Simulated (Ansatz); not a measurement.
**Ta: uniaxial stress, 1 GPa tension along z**

Base system: Ta in the bcc (W type) structure (space group Im-3m, No. 229; a = 3.282 Å). Axes: x, y, z lie along the cube axes.

Perturbation: uniaxial stress, 1 GPa tension along z, with the cell and atoms free to relax against it.

Level of theory: PBEsol in Ansatz (plane waves to 420 eV, PAW, no spin-orbit coupling). k-mesh 20×20×20 (Γ-centred); smearing 0.05 eV (Fermi–Dirac).

- Volume per atom: 17.70 Å³ (base 17.68 Å³)
- Space group: I4/mmm (No. 139) (base Im-3m (No. 229))
- Shortest interatomic distance: 2.844 Å (base 2.842 Å)
- Energy relative to the base (free energy F): +0.3 meV/atom
- Band gap: zero (base zero)
- Strain response (xx, yy, zz): (−0.20, −0.20, +0.57) % (rough)

Without a gap, meshes like the base's 20×20×20 leave anisotropic stresses uncertain by several tenths of a GPa, and small strain energies with them. Stability under load was not tested beyond the relaxation. All final runs are without spin polarisation.

Ansatz is a program for electronic structure.
